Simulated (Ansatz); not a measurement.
For NbSi (model structure, started from the NbAs type, I4₁md, No. 109, 4 atoms in the cell), PBEsol in Ansatz (plane waves, PAW) gives:

```
Item                   Result
-------------------  --------
lattice parameter a   3.386 Å
c axis length        11.698 Å
```

### Question
What does PBE-D3(BJ) (PAW; Ansatz, a first-principles code) give for the same quantities?

### Answer

- lattice constant a: 3.381 Å (falls by 0.1 %)
- lattice parameter c: 11.657 Å (shrinks by 0.4 %)

Changes are worked out from the printed values.

Unless a cell is named, each level is at its own relaxed cell (PBEsol 16.76, PBE-D3(BJ) 16.65 Å³/atom).

Ansatz's density-functional and Hartree–Fock values are scalar-relativistic unless marked +SOC, with PAW data made under PBE.

A model structure was made by putting elements into a prototype or built by hand; it is no filed structure, need not be a known phase, and can be a saddle point held by its symmetry.
